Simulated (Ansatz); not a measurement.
Where the default PAW files enter, the runs use the earlier of Ansatz's two default sets.

The decay constant κ of evanescent states in the gap governs leakage through a thin film.

Consider the following.

```xyz
2
Lattice="6.1174 0.0000 0.0000 -3.0587 5.2978 0.0000 3.0587 1.7659 2.4974" Properties=species:S:1:pos:R:3 pbc="T T T"
Cs     0.0000     0.0000     0.0000
Br     0.0000     3.5319     1.2487
```

Space group of this cell: Pm-3m, CsCl type. The cell is taken as given.

Transport runs along the normal of the first two printed cell vectors, the (111) plane of the conventional cell.

The gap is the functional's own, uncorrected, and κ follows it; spin-orbit coupling is left out. Mid-gap values are interpolated between the computed energies.

Task: State the band gap and the smallest decay constant κ at mid-gap according to r2SCAN in Ansatz (an electronic-structure program).

Result: Gap 5.18 eV on a 12×12×12 mesh; κ = 0.335 1/Å, at the zone centre.
